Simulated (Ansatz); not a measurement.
**What pressure 3 GPa does to MgO**

The parent structure is MgO in the rock salt structure (space group Fm-3m, No. 225; a = 4.254 Å).

It is then changed as follows: cell and atoms relaxed at a pressure of 3 GPa.

The values are results of PBE/PAW in Ansatz (a quantum-chemistry and plane-wave program), no spin-orbit coupling, earlier PAW set, not measurements. Settings: 13×13×13 k-points, 0.05 eV Fermi–Dirac smearing.

The lattice parameter a shrinks by 2.7 pm to 422.7 pm and the shortest interatomic distance falls by 1.37 pm, from 212.7 pm to 211.4 pm. The enthalpy H = E + PV relative to the base's energy amounts to +0.18 eV/atom and the band gap increases by 0.18 eV to 4.64 eV. The gap character remains direct at Γ and the mean gap deformation potential ΔEg/Δln V comes out as -9.5 eV. The width of the top valence band rises by 0.03 eV to 1.74 eV and the electron mass is still 0.34 mₑ (at Γ). The hole mass (degenerate bands, along [100]) becomes 0.39, 2.1, 2.1 mₑ (at Γ) (base: 0.38, 2.2, 2.2 mₑ (at Γ)).

Load acts through the strain it causes; cell and atoms are relaxed under it. Masses are band curvatures over ±0.01 Å⁻¹ around the edge. No phonon test of stability was made.
